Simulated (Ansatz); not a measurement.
Base system: C (space group Fmmm, No. 69; layered, stacked along the Cartesian z axis).

```cif
data_C8
_chemical_formula_sum 'C8'
_space_group_name_H-M_alt 'Fmmm'
_space_group_IT_number 69
_space_group_name_Hall '-F 2 2'
_cell_length_a 2.45619
_cell_length_b 4.25091
_cell_length_c 6.75299
_cell_angle_alpha 90.000
_cell_angle_beta 90.000
_cell_angle_gamma 90.000
loop_
_atom_site_label
_atom_site_type_symbol
_atom_site_symmetry_multiplicity
_atom_site_Wyckoff_symbol
_atom_site_fract_x
_atom_site_fract_y
_atom_site_fract_z
_atom_site_occupancy
C1 C 8 h 0.00000 0.16665 0.00000 1
```
(The calculation used a cell of 2 atoms; values per cell refer to that cell.)

The values are results of r2SCAN+rVV10 (Ansatz, an electronic-structure program), scalar-relativistic without spin-orbit coupling, not measurements.

One change was made to it. Results:

```
quantity                             base       after
-----------------------------  ----------  ----------
band gap                             zero        zero
shortest interatomic distance     1.417 Å     1.408 Å
density                        2.26 g/cm³  2.54 g/cm³
```

Question: Which of these changes matches the shifts?
A. pressure 7.5 GPa
B. pressure 0.7 GPa
C. pressure −1 GPa
D. pressure 0.3 GPa
E. pressure 3 GPa

Answer: A, pressure 7.5 GPa. For comparison, the density in the other runs: pressure −1 GPa gives 2.19 g/cm³; pressure 0.7 GPa gives 2.30 g/cm³; pressure 0.3 GPa gives 2.28 g/cm³; pressure 3 GPa gives 2.40 g/cm³.

The mesh was chosen for an insulator and is coarse for the gapless case. Load acts through the strain it causes; cell and atoms are relaxed under it. No phonon test of stability was made. No other phases were tried under pressure. The base started in Cmme and relaxed to Fmmm at this level. Gaps under 0.05 eV, about the width of the smearing, are given as zero. This is not the structure that C has at room temperature and ambient pressure.
